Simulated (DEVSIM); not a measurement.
# illuminated GaAs p-on-n cell, one wavelength

Structure: illuminated GaAs p-on-n cell, one wavelength, at 300 K.

```csv
layer (left to right),material,thickness (μm),Nd (cm⁻³),Na (cm⁻³),τn (s),τp (s),absorption coefficient (cm⁻¹)
1,GaAs,0.150,-,1.4e18,8.9e-12,1.1e-10,76000
2,GaAs,0.900,4.9e16,-,8.1e-10,8.1e-10,76000
```

Left contact: ohmic, minority electron recombination velocity 1000 cm/s. Right contact: ohmic, minority hole recombination velocity 40000 cm/s. Voltage is applied to the left contact. Recombination: SRH at mid-gap, radiative, Auger. Light enters at the left, 1.2e17 photons cm⁻² s⁻¹, one pass, no reflection. Mobility is constant in doping.

Constants are typed, rounded textbook-type inputs, not results; the design itself was drawn at random and stands for no fabricated device. Values at 300 K.

```csv
parameter,GaAs
gap (eV),1.424
affinity (eV),4.07
permittivity,12.9
Nc (cm⁻³),4.7e17
Nv (cm⁻³),9e18
μn (cm²/Vs),8500
μp (cm²/Vs),400
B (cm³/s),2e-10
Cn (cm⁶/s),1e-30
Cp (cm⁶/s),1e-30
```

Model (solved in DEVSIM): 1D drift-diffusion, Boltzmann statistics, complete ionisation; no tunnelling, impact ionisation, image-force lowering or self-heating.

| Quantity | Value |
|---|---|
| Potential step across the device at zero bias | 1.317 V |
| Largest field in the device at zero bias | 130000 V/cm |
| Dark forward voltage at 1 A/cm² | 1.036 V |
| Dark forward voltage at 100 A/cm² | 1.166 V |
| Short-circuit current | 18.5 mA/cm² |
| Open-circuit voltage | 0.899 V |
| Fill factor | 0.80 |
| Largest power | 13.4 mW/cm² |
| Share of generated pairs collected at short circuit | 0.963 |

Small-signal capacitance in reverse bias (quasi-static):

```tsv
V (V)	C (nF/cm²)
-0.04	57.7
-0.1	56.4
-0.2	54.4
-0.3	52.6
-0.4	51.0
-0.6	48.2
-0.8	45.8
-1	43.7
-1.3	41.1
-1.6	38.9
-2	36.4
```

Dark forward current:

(V (V), J (A/cm²)): (0.05, 3.8e-10); (0.15, 3.8e-9); (0.25, 2.8e-8); (0.35, 2.1e-7); (0.45, 1.5e-6); (0.55, 1.2e-5); (0.65, 8.7e-5); (0.70, 0.00024); (0.80, 0.0020); (0.90, 0.019); (1.00, 0.30); (1.10, 9.1); (1.20, 330); (1.30, 7800)
